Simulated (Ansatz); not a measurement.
We consider C11b WSi2, described by PBE-D4 in Ansatz (PAW).

Settings: plane-wave cutoff 520 eV, 24×24×24 k mesh, Fermi–Dirac smearing 0.05 eV, no spin polarisation, scalar-relativistic PAW data made under PBE.

Cell (relaxed at this level):

```cif
data_Si4W2
_chemical_formula_sum 'Si4 W2'
_space_group_name_H-M_alt 'I4/mmm'
_space_group_IT_number 139
_space_group_name_Hall '-I 4 2'
_cell_length_a 3.19726
_cell_length_b 3.19726
_cell_length_c 7.80736
_cell_angle_alpha 90.000
_cell_angle_beta 90.000
_cell_angle_gamma 90.000
loop_
_atom_site_label
_atom_site_type_symbol
_atom_site_symmetry_multiplicity
_atom_site_Wyckoff_symbol
_atom_site_fract_x
_atom_site_fract_y
_atom_site_fract_z
_atom_site_occupancy
Si1 Si 4 e 0.00000 0.00000 0.33416 1
W1 W 2 a 0.00000 0.00000 0.00000 1
```
(The calculation used a cell of 3 atoms; values per cell refer to that cell.)

Task: Predict the bulk modulus and pressure derivative B′ of the bulk modulus.

Result: 
- bulk modulus: 233 GPa
- pressure derivative B′ of the bulk modulus: 4.4

The run finds no gap.

Note: the bulk modulus comes from volumes at which shape and atoms were relaxed.

Spin–orbit coupling is not included.

Cost on a shared machine: roughly 26 core-minutes.

Ansatz is a quantum-chemistry and plane-wave program.
